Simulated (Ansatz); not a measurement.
Work function of faces of hcp Y in PBE and in r2SCAN, in Ansatz (plane waves, PAW). Symmetric slabs relaxed with PBE from ideal cuts in 1x1 cells (the lowest computed cut and spin start of each face; real faces may reconstruct in larger cells); r2SCAN values are single points on them, with the bulk at the same level. No spin-orbit coupling, no U.

```
face     PBE (eV)  r2SCAN (eV)
-------  --------  -----------
(0001)       3.35         3.39
(10-10)      3.26         3.33
(10-11)      3.16         3.21
(10-12)      3.08         3.11
(11-20)      2.96         3.00
(11-21)      2.95         2.95
(11-22)      3.01         3.02
(20-21)      3.19            ?
(21-30)      3.03         3.08
```

Question: Fit a straight line y = a·x + b by least squares to the 8 complete rows (x: PBE (eV); y: r2SCAN (eV)).

Answer: the means are x̄ = 3.1000 and ȳ = 3.1363; Σ(x − x̄)² = 0.14720 and Σ(x − x̄)(y − ȳ) = 0.16080, so a = 1.092 and b = ȳ − a·x̄ = -0.250. The largest residual is 0.022.

Question: What does the line predict for the withheld row, (20-21), and what did the calculation give?

Answer: the line gives 3.23; the calculation gave 3.25, a miss of 0.02, of the size of the fitted rows' scatter and rounding.

Ansatz is an electronic-structure program.
